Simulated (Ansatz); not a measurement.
**SrTiSe$_{3}$ in the cubic perovskite structure (space group Pm-3m, No. 221; a hypothetical phase, not in the database extracts checked)**

```cif
data_Se3SrTi
_chemical_formula_sum 'Sr1 Ti1 Se3'
_space_group_name_H-M_alt 'Pm-3m'
_space_group_IT_number 221
_space_group_name_Hall '-P 4 2 3'
_cell_length_a 4.95283
_cell_length_b 4.95283
_cell_length_c 4.95283
_cell_angle_alpha 90.000
_cell_angle_beta 90.000
_cell_angle_gamma 90.000
loop_
_atom_site_label
_atom_site_type_symbol
_atom_site_symmetry_multiplicity
_atom_site_Wyckoff_symbol
_atom_site_fract_x
_atom_site_fract_y
_atom_site_fract_z
_atom_site_occupancy
Sr1 Sr 1 a 0.00000 0.00000 0.00000 1
Ti1 Ti 1 b 0.50000 0.50000 0.50000 1
Se1 Se 3 c 0.00000 0.50000 0.50000 1
```

Level of theory: PBEsol in Ansatz (plane waves to 420 eV, PAW, no spin-orbit coupling). Γ-centred 10×10×10 mesh, Fermi–Dirac width 0.05 eV.

- Volume per atom: 24.30 Å³
- Density: 5.09 g/cm³
- Band gap: zero
- Total energy: -4449.064 eV/atom (σ→0; compares only within this code and set-up)

No phonon test of stability was made. All final runs are without spin polarisation. Many cubic perovskites are stable only at high temperature; tilts and polar distortions were not tested. SrTiSe3 has a high density of states at the Fermi level and may be magnetic at this level.

Ansatz is an electronic-structure program.
